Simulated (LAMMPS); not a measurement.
MD of Ni (fcc) at zero pressure, 4000 atoms, as a liquid; each row is its own run.

All values are model results, not measurements: classical MD, pair style eam, the elements' _u3.eam files (universal-3 set of Foiles, Baskes and Daw), run in LAMMPS.

```csv
T (K),D(Ni) (cm²/s)
1210,7.78e-6
1380,1.54e-5
1560,2.42e-5
1730,3.59e-5
1900,5.11e-5
2250,7.85e-5
2420,9.81e-5
2760,0.000135
```

Q: Fit an Arrhenius law, ln y = a + b / x, to these rows (x is the first column, y the second) and predict the run at x = 2160.

A: Least squares gives a = -6.7166 and b = -6078. The slope times kB gives an activation energy of 0.52 eV. At x = 2160 the fit predicts 7.26e-5 cm²/s. The run itself gave (6.9 ± 0.1) × 10^-5 cm²/s, so the fit is 5.4 % high.

Caution (rows 1210; 1380; 1560): this liquid lies under the melting point of about 1710 K that EAM-type universal-3 set of Foiles, Baskes and Daw gives, so it is undercooled.

Errors of D are the spread over four groups of atoms in one short run; a floor of about 5 %, a picked value, is safer.
